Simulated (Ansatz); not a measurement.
The starting structures come from a database of crystals and need not be the phases stable at ambient conditions.

 Where the default PAW files enter, the runs use the earlier of Ansatz's two default sets.

By PBEsol, the system below comes out a metal.

Crystal: GePd2 (P-62m, not sure to be the ambient phase, 9 atoms a cell, 15.1 Å³ an atom, -4 GPa at this level); planes in its conventional cell.

Computed with PBEsol (plane waves, PAW; Ansatz, an electronic-structure program).

Ballistic conductance counts the channels of both spins, as a mean over 0.1 eV about the Fermi level; spin-orbit coupling is left out.

```tsv
plane	area (Å²)	G/A (10¹⁵ S/m²)
(001)	38.8	0.52
(110)	40.6	(withheld)
```

Q: Complete the blanks.

A: 
- (110), G/A (10¹⁵ S/m²): 0.37
